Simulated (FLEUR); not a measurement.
A self-consistent single point of AgCl (Fm-3m, 2 atoms in the cell) with FLEUR.

Level of theory: PBE, all-electron FLAPW (FLEUR), scalar-relativistic valence in FLEUR.

The change in words: lattice scaled by 0.98. Reference geometry:
```
CELL_PARAMETERS angstrom
      0.00000     2.77500     2.77500
      2.77500     0.00000     2.77500
      2.77500     2.77500     0.00000
ATOMIC_POSITIONS crystal
  Ag 0.00000 0.00000 0.00000
  Cl 0.50000 0.50000 0.50000
```

Reference input (self-consistent single point, DFT, PBE, all-electron FLAPW (FLEUR), scalar-relativistic valence): Kmax = 4.2 1/bohr; GmaxXC = 16.8 1/bohr; xcFunctional = pbe; jspins = 1; l_soc = F; mode = hist; fermiSmearingEnergy = 0.00036749 Htr; mesh (inpgen div1-3) = 8 8 8; inpgen gamma flag = true; Gmax = 16.8 1/bohr; numbands = 0; maxIterBroyd = 15. This run's input differs from it in these lines:

```diff
@@ -3,6 +3,6 @@
 &input film=f /
-0.0000000000 0.7071067812 0.7071067812
-0.7071067812 0.0000000000 0.7071067812
-0.7071067812 0.7071067812 0.0000000000
-7.4161217731
+-0.0000000000 0.7071067812 0.7071067812
+0.7071067812 -0.0000000000 0.7071067812
+0.7071067812 0.7071067812 -0.0000000000
+7.2677993376
 1.0 1.0 1.0
@@ -43,5 +43,5 @@
          <bravaisMatrix>
-            <row-1>    0.0000000000000000     5.2439899959639780     5.2439899959639780</row-1>
-            <row-2>    5.2439899959639780     0.0000000000000000     5.2439899959639780</row-2>
-            <row-3>    5.2439899959639780     5.2439899959639780     0.0000000000000000</row-3>
+            <row-1>    0.0000000000000000     5.1391101960178283     5.1391101960178283</row-1>
+            <row-2>    5.1391101960178283     0.0000000000000000     5.1391101960178283</row-2>
+            <row-3>    5.1391101960178283     5.1391101960178283     0.0000000000000000</row-3>
          </bravaisMatrix>
```

Output (repeated stretches shortened):

```
 Iteration:     1   Distance:       5.32195827 me/bohr^3
 Iteration:     2   Distance:       4.71083326 me/bohr^3
 Iteration:     3   Distance:       2.59429928 me/bohr^3
 Iteration:     4   Distance:       1.36563805 me/bohr^3
 Iteration:     5   Distance:       1.02225422 me/bohr^3
   [... 6 lines left out ...]
 Iteration:    12   Distance:       0.00033105 me/bohr^3
 Iteration:    13   Distance:       0.00006333 me/bohr^3
 Iteration:    14   Distance:       0.00003106 me/bohr^3
 Iteration:    15   Distance:       0.00000439 me/bohr^3
 Run finished successfully
 Stop message:
   Structural relaxation: Done

[file out, last iteration]
             iter=     16
[...]
          total density-effective poten   -9.4696196479E+03
          total charge density-energy d   -1.7773661884E+02
 Updated energy parameters for spin:           1
[...]
 fermi energy and band-weighting factors:
    0.641815    0.693587    0.693587

[...]
FERMIE:
          first approx. to ef    (T=0)  :   0.189197 htr   (energy of the highest occ. eigenvalue)
          number of occ. states  (T=0)  :        348
          first approx. to seigv (T=0)  : -10.000327 htr
          sum of weights of occ. states :  12.000000
          sum of semicore charge        :   0.000000 e
FERHIS:  Fermi-Energy by histogram:
          bandgap                     :   0.034609 htr
   [... lines left out ...]
          charge neutrality (T=0)     :   0.000000    (zero if the highest occ. eigenvalue is "entirely" occupied)
 Direct bandgap for spin            1 :   0.12555654381491005       Htr
 ---->    free energy=                     -5778.8373101993 htr
   [... lines left out ...]
      extrapolation for T->0
 ---->    total electron energy=           -5778.8373101993 htr
 ***** TOTAL FORCES ON ATOMS *****
 TOTAL FORCE FOR ATOM TYPE=  1  X=  0.000   Y=  0.000   Z=  0.000
                       FX_TOT= 0.000000 FY_TOT= 0.000000 FZ_TOT= 0.000000
 TOTAL FORCE FOR ATOM TYPE=  2  X=  5.139   Y=  5.139   Z=  5.139
                       FX_TOT= 0.000000 FY_TOT= 0.000000 FZ_TOT= 0.000000
 Structural relaxation: Done
```

The run converged in 15 iterations. FLEUR gives forces in its relaxation mode, with a further iteration, so its stop message speaks of a relaxation. 

The starting cell has typed, rounded lattice constants, without a prior relaxation at this level. For this run, on top of that: lattice scaled by 0.98. Values depend on the basis (sphere radii, cutoffs, local orbitals), which need not be converged.

These are the values that this program gave, and no reference: the default basis lacks the next d shell.
